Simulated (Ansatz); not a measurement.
**S on the 1x1 (101) surface of tetragonal HfO2 (a metastable polymorph) (cut with top plane O), one in a 1x1 cell, started at the site 'top O'**

Host crystal: tetragonal HfO2, with a band gap (PBE, scalar-relativistic without spin-orbit coupling).

Computed with PBE (plane waves to 420 eV, PAW; Ansatz, a quantum-chemistry and plane-wave program).

Model: 19-atom slab, 7.6 Å thick at the start under the adsorbate (thin: gaps and levels are the slab's own), 6x3x1 mesh, Fermi-Dirac 0.01 eV, dipole correction, 8 atoms held, the rest relaxed; start symmetry kept, larger cells not searched; spin-polarised, no spin-orbit, no U, no dispersion correction. The starting moment vanished. At the end it is bonded to 2 Hf + O. In PBE it is, or lies within 0.03 eV of, the lowest of the starts that converged.

The energy of the end state, in which the adsorbate paired with a surface O atom, against ⅛ S8(g) comes out as 0.85 eV and the change of the step from the bottom to the top vacuum level, against the clean slab is -0.11 eV. The energy released by relaxation comes out as 1.47 eV, the height of the binding atom over the mean of the host atoms within 0.3 Å of the top one is 1.189 Å and the magnetic moment of the cell is 0.00 μB. The largest move of a host atom is 0.29 Å and the caution is the clean host was not checked against rearrangement in a larger or rattled cell. The note comes out as in the relaxation the adsorbate left its starting site by 1.0 Å. The cost is very roughly 50 core-minutes.

A negative adsorption energy means that the adsorbate is more stable on the surface than in its reference.
